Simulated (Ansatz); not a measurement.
**bcc W (1 1 1) on antifluorite Mg2Si (1 1 1) (film strained to the substrate, faces as cut)**

A periodic stack without vacuum, bcc W (1 1 1) on antifluorite Mg2Si (1 1 1) (film strained to the substrate, faces as cut): substrate slab Mg8Si4, film W10, surface cells [[0, 1], [-1, 0]] and [[1, -1], [0, 1]], film strained by -0.1 and -0.1 %, faces Mg/Mg and W/W as cut (like faces can put a slab off its formula).

The start was prepared with a machine-learned potential, and the result is one local minimum, with the in-plane cell held and forces under 0.04 eV/Å; the film can end far from its bulk form.

Level of theory: PBE (plane waves to 420 eV, PAW; Ansatz, a first-principles code). Scalar-relativistic, without spin–orbit coupling; the runs are not spin-polarised. Its k-point mesh 8×8×1, Fermi–Dirac width 0.05 eV.

The interface area comes out as 17.5 Å². The period is 22.80 Å. The gaps between the outermost planes at the two interfaces is 1.00 and 1.00 Å, the Mg–W contacts across the interfaces within 1.22 times the sum of covalent radii is 16, mean 2.96 Å and the Si–W contacts across the interfaces within 1.22 times the sum of covalent radii comes out as 8, mean 2.97 Å.

```
CELL_PARAMETERS angstrom
      4.49910    -0.00022    -0.10237
     -2.24974     3.89666     0.00000
     -1.74075    -1.00502    22.86363
ATOMIC_POSITIONS crystal
  Mg 0.65725 0.32863 0.01719
  Mg 0.37722 0.68861 0.09746
  Mg 0.09337 0.04669 0.17269
  Mg 0.81310 0.40655 0.25191
  Mg 0.53326 0.76663 0.33452
  Mg 0.25329 0.12664 0.41373
  Mg 0.96854 0.48427 0.48906
  Mg 0.68914 0.84457 0.56937
  Si 0.01020 0.00510 0.04707
  Si 0.45436 0.72718 0.21371
  Si 0.89231 0.44616 0.37278
  Si 0.33528 0.16764 0.53945
  W  0.41288 0.20644 0.65282
  W  0.05233 0.52617 0.61316
  W  0.13298 0.56649 0.73210
  W  0.77343 0.88672 0.69355
  W  0.85366 0.92683 0.81267
  W  0.49449 0.24725 0.77393
  W  0.57460 0.28730 0.89306
  W  0.21532 0.60766 0.85453
  W  0.29496 0.64748 0.97348
  W  0.93533 0.96767 0.93377
```
